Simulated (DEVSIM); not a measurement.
System: W/HfO2/p-Ge capacitor, at 300 K.

```csv
layer (left to right),material,thickness (nm),Na (cm⁻³)
1,HfO2,5.10,-
2,Ge,3800,2.5e16
```

Metal gate on the left, work function 4.6 eV. Fixed charge at the semiconductor interface 0 cm⁻² (in units of +e); interface traps 1.3e11 cm⁻² eV⁻¹, uniform in energy, neutral level at 0.7 of the gap above the valence band.

The device is made up for the run: typed textbook-type constants, with dimensions and the other settings drawn at random. Values at 300 K.

```tsv
parameter	HfO2	Ge
gap (eV)	5.7	0.664
affinity (eV)	2.5	4
permittivity	22	16
Nc (cm⁻³)	-	1.04e19
Nv (cm⁻³)	-	6e18
```

DEVSIM, 1D Poisson equation in equilibrium, Boltzmann statistics, complete ionisation; no quantum confinement or tunnelling. Metal contacts follow the ideal Schottky-Mott rule: no Fermi-level pinning, no interface dipoles.

The interface trap density was swept, all else fixed.

```
interface trap density (cm^-2 eV^-1)  minimum of the low-frequency capacitance (μF/cm²)  flat-band voltage (V)
------------------------------------  -------------------------------------------------  ---------------------
0                                                                                 0.107                   0.08
1e10                                                                              0.109                   0.08
1e11                                                                              0.122                   0.08
1.3e11                                                                            0.127                   0.08
3e11                                                                              0.152                   0.07
1e12                                                                              0.253                   0.06
2e12                                                                              0.387                   0.05
```

From the first row to the last the minimum of the low-frequency capacitance goes from 0.107 to 0.387. From the first row to the last the flat-band voltage goes from 0.08 to 0.05.
